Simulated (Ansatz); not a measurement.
## BaTiO3: pressure series

Base system: BaTiO3 in the cubic perovskite structure (space group Pm-3m, No. 221; a = 3.9346 Å).

Cell and atoms are relaxed at each pressure.

The values are results of LDA/PAW in Ansatz (an electronic-structure program), without spin-orbit coupling, not measurements.

Notes on the quantities. enthalpy: H = E + PV relative to the base's energy.

```csv
variant,enthalpy,band gap,density
base,–,1.83 eV,6.36 g/cm³
pressure −2 GPa,-0.15 eV/atom,1.81 eV,6.29 g/cm³
pressure −1 GPa,-0.08 eV/atom,1.82 eV,6.32 g/cm³
pressure 0.3 GPa,+0.02 eV/atom,1.83 eV,6.37 g/cm³
pressure 0.7 GPa,+0.05 eV/atom,1.84 eV,6.38 g/cm³
pressure 1.5 GPa,+0.11 eV/atom,1.84 eV,6.41 g/cm³
pressure 5 GPa,+0.38 eV/atom,1.87 eV,6.51 g/cm³
pressure 7.5 GPa,+0.56 eV/atom,1.89 eV,6.59 g/cm³
pressure 10 GPa,+0.74 eV/atom,1.89 eV,[?]
```

### Question
What belongs in the blanks?

### Answer

- pressure 10 GPa, density: 6.66 g/cm³

Load acts through the strain it causes; cell and atoms are relaxed under it. Stability against distortions was not tested. Competing high-pressure phases were not computed. The final runs are not spin-polarised. Many cubic perovskites are stable only at high temperature; tilts and polar distortions were not tested. This is not the structure that BaTiO3 has at room temperature and ambient pressure.
